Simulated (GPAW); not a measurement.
Band structure of V (Im-3m, 1 atom in the cell).

```xyz
1
Lattice="-1.5282 1.5282 1.5282 1.5282 -1.5282 1.5282 1.5282 1.5282 -1.5282" Properties=species:S:1:pos:R:3 pbc="T T T"
V      0.0000     0.0000     0.0000
```

Method of the run: PBE, GPAW PAW datasets PBE (gpaw-data 1.0.1) (plane waves; GPAW).

Settings: mode = pw; ecut = 850 eV; xc = PBE; kpts = 20 20 20; mesh shift (steps) = 0 0 0; occupations.name = methfessel-paxton; occupations.width = 0.136 eV; occupations.order = 0; nbands = -7; convergence.forces = 0.001 eV/Å; symmetry.symmorphic = false; symmetry.tolerance = 0.0005; maxiter = 100; bandpath_npoints = 40.

The starting cell comes from a database of computed structures (which also holds hypothetical and non-ambient phases and stackings), without a prior relaxation at this level. Its lattice was rescaled by a random factor within 2.5 % of one. Spin polarisation is off.

Levels in eV from the Fermi level, bands 3 to 10:
| point | 3 | 4 | 5 | 6 | 7 | 8 | 9 | 10 |
|---|---|---|---|---|---|---|---|---|
| Γ | -37.21 | -37.21 | -6.44 | 0.40 | 0.40 | 0.40 | 2.25 | 2.25 |
| H | -37.72 | -37.72 | -2.71 | -2.71 | 3.46 | 3.46 | 3.46 | 9.68 |
| N | -37.44 | -37.22 | -2.95 | -1.01 | 1.43 | 2.24 | 2.57 | 3.82 |
| P | -37.57 | -37.57 | -1.06 | -1.06 | -1.06 | 2.63 | 2.63 | 9.86 |

Bands cross the Fermi level along this path, so the cell is metallic at this level.
